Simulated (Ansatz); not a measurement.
Consider the following.

```
Si
1.0
    0.00000     2.74159     2.74159
    2.74159     0.00000     2.74159
    2.74159     2.74159     0.00000
Si
2
Cartesian
  2.74159   2.74159   2.74159
  4.11238   4.11238   4.11238
```

A single point on Si with a change (pressure −2 GPa), its geometry relaxed with r2SCAN.

Computed with Kohn–Sham DFT with the HSE06 functional, run in Ansatz (an electronic-structure program) with PAW and 420 eV plane waves, with spin-orbit coupling, earlier PAW set. Settings: 8×8×8 k-points, 0.01 eV Fermi–Dirac smearing.

**Question.** What valence-band top at Γ (three highest Kramers pairs, from the VBM) does the calculation give?

**Answer.** 0.00, 0.00, -0.05 eV.

**Question.** Estimate the band gap.

**Answer.** 1.16 eV.

Single points use the geometry relaxed with r2SCAN. The hybrid gap comes from the SCF mesh plus the semilocal run's edge points and a few special points and is an upper bound. Load acts through the strain it causes; cell and atoms are relaxed under it. No phonon test of stability was made. The cell was made from Si in the diamond structure (space group Fd-3m, No. 227) by this change: pressure −2 GPa.
